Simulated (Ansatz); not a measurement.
Rock-salt NaH, treated with LDA (Ansatz, a quantum-chemistry and plane-wave program, PAW).

Run with plane-wave cutoff 520 eV, 12×12×12 k mesh, Fermi–Dirac smearing 0.01 eV, scalar-relativistic PAW data made under PBE.

Computed at the level's own relaxed cell.

```yaml
crystal:
  lattice:
    - [0.00000, 2.34469, 2.34469]
    - [2.34469, 0.00000, 2.34469]
    - [2.34469, 2.34469, 0.00000]
  atoms:
    - { symbol: Na, position: [0.00000, 0.00000, 0.00000] }
    - { symbol: H, position: [0.50000, 0.50000, 0.50000] }
```

List the 5 lowest band energies at Γ above −25 eV (eV, relative to the valence band maximum), grouping those that round alike.

At Γ: -22.06 (×3), -4.04, 11.21.

Note: the run warned that its SCF threshold was loose for the stress.
